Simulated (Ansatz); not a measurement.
## Hypothetical P4/nmm W2B: response to strain

Consider W$_{2}$B (space group P4/nmm, No. 129; a = 3.462 Å, c = 6.362 Å; a hypothetical phase, not in the database extracts checked). Axes: x, y, z lie along a, b, c of the conventional cell.

Strains are applied to the cell and any free atomic positions relax; under biaxial strain the out-of-plane vector relaxes too.

The values are results of PBE-D3(BJ) (Ansatz, a quantum-chemistry and plane-wave program, PAW, spin-orbit coupling left out), not measurements.

Notes on the quantities. energy relative to the base: free energy F; pressure: mean of the normal stresses, compression positive.

```json
[
 {"variant": "base", "energy relative to the base": "0 meV/atom", "pressure": "0.0 GPa", "volume per atom": "12.71 Å³"},
 {"variant": "biaxial strain +1.77 %, plane normal [001], relaxed out of plane", "energy relative to the base": "–", "pressure": "-6.7 GPa", "volume per atom": "13.03 Å³"},
 {"variant": "isotropic strain −4.78 %", "energy relative to the base": "+0.293 eV/atom", "pressure": "61.3 GPa", "volume per atom": "10.97 Å³"},
 {"variant": "uniaxial strain ε_xx = −4.45 %", "energy relative to the base": "+28 meV/atom", "pressure": "15.2 GPa", "volume per atom": "12.14 Å³"},
 {"variant": "tensor shear ε_xy = +0.64 %", "energy relative to the base": "+1.5 meV/atom", "pressure": "0.1 GPa", "volume per atom": "12.71 Å³"}
]
```

Without a gap, meshes like the base's 13×13×8 leave anisotropic stresses uncertain by several tenths of a GPa, and small strain energies with them. Whether these cells are dynamically stable was not tested. The final runs are not spin-polarised. The program warned that a D3 coordination switch lies within reach, so dispersion energies are less smooth here.
